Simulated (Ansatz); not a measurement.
System: As (model structure, Fd-3m, No. 227, 2 atoms in the cell). Method: r²SCAN (PAW; Ansatz, a first-principles code).

Settings: plane-wave cutoff 560 eV, 16×16×16 k mesh, Fermi–Dirac smearing 0.05 eV, scalar-relativistic PAW data made under PBE.

Cell (relaxed at this level):

```cif
data_As2
_chemical_formula_sum 'As2'
_space_group_name_H-M_alt 'P 1'
_space_group_IT_number 1
_cell_length_a 4.28717
_cell_length_b 4.28717
_cell_length_c 4.28717
_cell_angle_alpha 60.000
_cell_angle_beta 60.000
_cell_angle_gamma 60.000
loop_
_space_group_symop_operation_xyz
  'x, y, z'
loop_
_atom_site_label
_atom_site_type_symbol
_atom_site_fract_x
_atom_site_fract_y
_atom_site_fract_z
_atom_site_occupancy
As1 As 0.00000 0.00000 0.00000 1
As2 As 0.25000 0.25000 0.25000 1
```

Question: Estimate the bulk modulus B0 that the calculation returns.

Answer: 
- bulk modulus B0: 50.3 GPa

The run finds no gap.

Note: the bulk modulus is −V dP/dV from two relaxed cells at ±2 % in volume; the relaxation could raise the start's symmetry but not lower it, so the cell can be a saddle point.

Computed values are for the static lattice.

Computing time: about 90 core-seconds (a rough figure).

A model structure was made by putting elements into a prototype or built by hand; it is no filed structure, need not be a known phase, and can be a saddle point held by its symmetry.
